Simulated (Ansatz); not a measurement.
System: SiC (model structure, started from the CdTe type, P6₄22, No. 181, 6 atoms in the cell). Method: PBEsol in Ansatz (plane waves, PAW).

Settings: plane-wave cutoff 520 eV, 24×24×8 k mesh (along the axes of the cell as run), Fermi–Dirac smearing 0.05 eV, scalar-relativistic PAW data made under PBE.

The cell is the one relaxed with PBEsol. Conventional cell: a = 3.0657 Å, b = 3.0657 Å, c = 7.0311 Å, α = 90.00°, β = 90.00°, γ = 120.00°.

```yaml
crystal:
  lattice:
    - [3.06570, 0.00000, 0.00000]
    - [-1.53285, 2.65498, 0.00000]
    - [0.00000, 0.00000, 7.03113]
  atoms:
    - { symbol: Si, position: [0.00000, 0.49998, 0.66667] }
    - { symbol: Si, position: [0.50002, 0.50002, 0.00000] }
    - { symbol: Si, position: [0.49998, 0.00000, 0.33333] }
    - { symbol: C, position: [0.00000, 0.49999, 0.16667] }
    - { symbol: C, position: [0.50001, 0.50001, 0.50000] }
    - { symbol: C, position: [0.49999, 0.00000, 0.83333] }
```

List the 15 lowest band energies at Γ above −25 eV (eV, relative to the valence band maximum), grouping those that round alike.

At Γ: -16.94, -14.35 (×2), -6.71 (×2), -3.20, -1.68 (×2), -0.36 (×2), -0.21, 0.00, 3.35 (×2), 4.30.

Note: the relaxation could raise the start's symmetry but not lower it, so the cell can be a saddle point.

A model structure was made by putting elements into a prototype or built by hand; it is no filed structure, need not be a known phase, and can be a saddle point held by its symmetry.

Ansatz is a first-principles code.
